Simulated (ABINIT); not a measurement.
**A worked fit of the energy against the cutoff, with one run withheld: Sr (Fm-3m, 1 atom in the cell)**

```yaml
crystal:
  lattice:
    - [0.00000, 3.03088, 3.03088]
    - [3.03088, 0.00000, 3.03088]
    - [3.03088, 3.03088, 0.00000]
  atoms:
    - { symbol: Sr, position: [0.00000, 0.00000, 0.00000] }
```

Method: PBE, norm-conserving pseudopotentials (PseudoDojo nc-sr-05 PBE standard) (plane waves; ABINIT).

Base settings: pseudos = [Sr.upf]; ecut = 34 Ha; ixc = 11; occopt = 3; tsmear = 0.1 eV; ngkpt = 3 3 3; nshiftk = 1; shiftk = 0 0 0; potentials = PseudoDojo nc-sr-05 PBE standard; nband = 10.

The last step of the ladder, which sets the zero, is ecut = 82 Ha.

The starting cell has typed, rounded lattice constants, without a prior relaxation at this level. Its lattice was rescaled by up to half a per cent.

An empirical form for the window shown: the miss falls exponentially with the largest wave vector, which goes as √cutoff: ln(ΔF) = a + b·√cutoff.

```
ecut   √cutoff (√Ha)  F less the last step's (meV/atom)  ln of it
-----  -------------  ---------------------------------  --------
17 Ha          4.123                             788.60     6.670
19 Ha          4.359                             416.75     6.032
20 Ha          4.472                                  ?         ?
24 Ha          4.899                              61.53     4.120
27 Ha          5.196                              15.76     2.757
```

Problem. Fit the line to the 4 rows given and predict the withheld one.

Solution. Means: x̄ = 4.6442, ȳ = 4.8948. Σ(x − x̄)(y − ȳ) = -2.627 and Σ(x − x̄)² = 0.7224, so b = -3.636 and a = ȳ − b·x̄ = 21.781; ΔF halves for each 0.19 in √cutoff. The largest residual of the fitted rows is 0.15. At x = 4.472 the line gives 5.521, that is 250 meV/atom. The run gave 281.02 meV/atom, a miss of 31.02 meV/atom (11 %). The table is a window of a longer ladder. The rows were chosen because the form fits them, the withheld one included, so this shows the method and is no test of the form.

Left out of this page: 10 runs of the series outside the window shown, repeating another row's setting, or not comparable.
